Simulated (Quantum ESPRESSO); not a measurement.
## What a tighter setting buys: ecutwfc, TePt (P6_3/mmc, 4 atoms in the cell)

```yaml
crystal:
  lattice:
    - [4.17975, 0.00000, 0.00000]
    - [-2.08988, 3.61977, 0.00000]
    - [0.00000, 0.00000, 5.55136]
  atoms:
    - { symbol: Te, position: [0.66667, 0.33333, 0.75000] }
    - { symbol: Te, position: [0.33333, 0.66667, 0.25000] }
    - { symbol: Pt, position: [0.00000, 0.00000, 0.50000] }
    - { symbol: Pt, position: [0.00000, 0.00000, 0.00000] }
```

Level of theory: LDA (PZ), GBRV 1.5 ultrasoft (LDA) pseudopotentials (plane waves; Quantum ESPRESSO).

Base settings: ecutwfc = 40 Ry; ecutrho = 320 Ry; occupations = smearing; smearing = cold; degauss = 0.0073499 Ry; potentials = {Te: te_lda_v1.uspp.F.UPF, Pt: pt_lda_v1.4.uspp.F.UPF}; K_POINTS = automatic 6 6 4 0 0 0; conv_thr = 1e-10 Ry; mixing_beta = 0.7.

Misses are taken against the tightest run, 80 Ry (ecutrho: 320 Ry → 640 Ry), which need not be fully converged itself. The energy is the free energy per atom.

The count of work is k-points × plane waves × bands × iterations; it is no time, and leaves out set-up, grids and terms that scale otherwise. Core times come from one kind of shared machine and are given to one figure; runs under 30 s give none.

The starting cell comes from a database of computed structures (which also holds hypothetical and non-ambient phases and stackings), without a prior relaxation at this level. Its lattice was rescaled by a random factor within 2.5 % of one. Spin polarisation is off.

```tsv
ecutwfc	energy less reference (meV/atom)	pressure less reference (GPa)	count of work / reference	core time / reference (rough)
16 Ry (ecutrho: 320 Ry → 128 Ry)	12546.60	-342.57	0.100	–
20 Ry (ecutrho: 320 Ry → 160 Ry)	2998.51	-116.58	0.14	–
24 Ry (ecutrho: 320 Ry → 192 Ry)	574.83	-31.61	0.15	–
28 Ry (ecutrho: 320 Ry → 224 Ry)	85.42	-5.58	0.21	0.2
32 Ry (ecutrho: 320 Ry → 256 Ry)	27.42	-0.25	0.26	0.2
36 Ry (ecutrho: 320 Ry → 288 Ry)	24.79	-0.11	0.30	0.3
40 Ry	18.62	-0.34	0.35	0.3
46 Ry (ecutrho: 320 Ry → 368 Ry)	10.56	-0.15	0.44	0.4
52 Ry (ecutrho: 320 Ry → 416 Ry)	8.64	-0.03	0.53	0.5
60 Ry (ecutrho: 320 Ry → 480 Ry)	6.04	-0.14	0.65	0.6
70 Ry (ecutrho: 320 Ry → 560 Ry)	1.41	-0.09	0.82	0.9
80 Ry (ecutrho: 320 Ry → 640 Ry)	0.00	0.00	1.0	1
```

Coarsest setting among those run that, with all tighter ones, holds the energy within 5 meV/atom of the reference: 70 Ry (ecutrho: 320 Ry → 560 Ry), off by 1.4 meV/atom; its saving against the reference is no more than about a factor of 2 in the count of work.

The step from 40 Ry to 70 Ry (ecutrho: 320 Ry → 560 Ry): it takes the miss in the energy from 19 to 1.4 meV/atom, for 2.3 times the count of work and roughly 3 times the time.
